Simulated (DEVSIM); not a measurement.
Device: abrupt Si p-n junction, at 250 K.

| layer (left to right) | material | thickness (μm) | Nd (cm⁻³) | Na (cm⁻³) | τn (s) | τp (s) |
|---|---|---|---|---|---|---|
| 1 | Si | 0.360 | - | 2.1e17 | 3.6e-5 | 3.6e-5 |
| 2 | Si | 0.940 | 8e14 | - | 3.6e-5 | 3.6e-5 |

Left contact: ohmic. Right contact: ohmic. Voltage is applied to the left contact. Recombination: SRH at mid-gap. Mobility is constant in doping.

This is a model device: material constants are rounded textbook-type values typed into the input, and sizes, dopings and lifetimes were drawn at random. Values at 300 K; Nc and Nv go as T^1.5, mobilities as T to minus their exponent, the gap by Varshni's rule with the affinity fixed.

```tsv
parameter	Si
gap (eV)	1.124
affinity (eV)	4.05
permittivity	11.7
Nc (cm⁻³)	2.86e19
Nv (cm⁻³)	3.1e19
μn (cm²/Vs)	1417
μp (cm²/Vs)	470
T exponent of μn	2.3
T exponent of μp	2.2
Varshni α (eV/K)	0.000473
Varshni β (K)	636
```

Model (solved in DEVSIM): 1D drift-diffusion, Boltzmann statistics, complete ionisation; no tunnelling, impact ionisation, image-force lowering or self-heating.

Q: Tabulate band edges, carrier densities and field at zero bias.

A: Energies count from the Fermi level of the right contact; mesh points crowd at the junctions.

```json
[
 {"x (μm)": "0.000", "Ec (eV)": "1.034", "Ev (eV)": "-0.102", "n (cm⁻³)": "< 1e2", "p (cm⁻³)": "2.1e17", "field (V/cm)": "≈ 0"},
 {"x (μm)": "0.01468", "Ec (eV)": "1.034", "Ev (eV)": "-0.102", "n (cm⁻³)": "< 1e2", "p (cm⁻³)": "2.1e17", "field (V/cm)": "≈ 0"},
 {"x (μm)": "0.03483", "Ec (eV)": "1.034", "Ev (eV)": "-0.102", "n (cm⁻³)": "< 1e2", "p (cm⁻³)": "2.1e17", "field (V/cm)": "≈ 0"},
 {"x (μm)": "0.06784", "Ec (eV)": "1.034", "Ev (eV)": "-0.102", "n (cm⁻³)": "< 1e2", "p (cm⁻³)": "2.1e17", "field (V/cm)": "≈ 0"},
 {"x (μm)": "0.1404", "Ec (eV)": "1.034", "Ev (eV)": "-0.102", "n (cm⁻³)": "< 1e2", "p (cm⁻³)": "2.1e17", "field (V/cm)": "≈ 0"},
 {"x (μm)": "0.2136", "Ec (eV)": "1.034", "Ev (eV)": "-0.102", "n (cm⁻³)": "< 1e2", "p (cm⁻³)": "2.1e17", "field (V/cm)": "≈ 0"},
 {"x (μm)": "0.2696", "Ec (eV)": "1.034", "Ev (eV)": "-0.102", "n (cm⁻³)": "< 1e2", "p (cm⁻³)": "2.1e17", "field (V/cm)": "≈ 0"},
 {"x (μm)": "0.3206", "Ec (eV)": "1.034", "Ev (eV)": "-0.102", "n (cm⁻³)": "< 1e2", "p (cm⁻³)": "2.1e17", "field (V/cm)": "-310"},
 {"x (μm)": "0.3438", "Ec (eV)": "1.030", "Ev (eV)": "-0.106", "n (cm⁻³)": "< 1e2", "p (cm⁻³)": "1.7e17", "field (V/cm)": "-5000"},
 {"x (μm)": "0.3580", "Ec (eV)": "1.014", "Ev (eV)": "-0.123", "n (cm⁻³)": "< 1e2", "p (cm⁻³)": "7.9e16", "field (V/cm)": "-22000"},
 {"x (μm)": "0.3706", "Ec (eV)": "0.986", "Ev (eV)": "-0.150", "n (cm⁻³)": "< 1e2", "p (cm⁻³)": "2.2e16", "field (V/cm)": "-19000"},
 {"x (μm)": "0.4013", "Ec (eV)": "0.938", "Ev (eV)": "-0.198", "n (cm⁻³)": "< 1e2", "p (cm⁻³)": "2.4e15", "field (V/cm)": "-14000"},
 {"x (μm)": "0.4407", "Ec (eV)": "0.885", "Ev (eV)": "-0.251", "n (cm⁻³)": "< 1e2", "p (cm⁻³)": "2.0e14", "field (V/cm)": "-13000"},
 {"x (μm)": "0.4970", "Ec (eV)": "0.814", "Ev (eV)": "-0.322", "n (cm⁻³)": "860", "p (cm⁻³)": "7.5e12", "field (V/cm)": "-12000"},
 {"x (μm)": "0.6362", "Ec (eV)": "0.654", "Ev (eV)": "-0.482", "n (cm⁻³)": "1400000", "p (cm⁻³)": "4.6e9", "field (V/cm)": "-11000"},
 {"x (μm)": "0.8144", "Ec (eV)": "0.485", "Ev (eV)": "-0.651", "n (cm⁻³)": "3.6e9", "p (cm⁻³)": "1800000", "field (V/cm)": "-8400"},
 {"x (μm)": "0.9889", "Ec (eV)": "0.358", "Ev (eV)": "-0.778", "n (cm⁻³)": "1.3e12", "p (cm⁻³)": "4900", "field (V/cm)": "-6200"},
 {"x (μm)": "1.114", "Ec (eV)": "0.290", "Ev (eV)": "-0.846", "n (cm⁻³)": "3.1e13", "p (cm⁻³)": "210", "field (V/cm)": "-4700"},
 {"x (μm)": "1.212", "Ec (eV)": "0.249", "Ev (eV)": "-0.887", "n (cm⁻³)": "2.0e14", "p (cm⁻³)": "< 1e2", "field (V/cm)": "-3600"},
 {"x (μm)": "1.254", "Ec (eV)": "0.235", "Ev (eV)": "-0.901", "n (cm⁻³)": "4.0e14", "p (cm⁻³)": "< 1e2", "field (V/cm)": "-3300"},
 {"x (μm)": "1.279", "Ec (eV)": "0.227", "Ev (eV)": "-0.909", "n (cm⁻³)": "5.8e14", "p (cm⁻³)": "< 1e2", "field (V/cm)": "-3200"},
 {"x (μm)": "1.300", "Ec (eV)": "0.220", "Ev (eV)": "-0.916", "n (cm⁻³)": "8.0e14", "p (cm⁻³)": "< 1e2", "field (V/cm)": "-3100"}
]
```
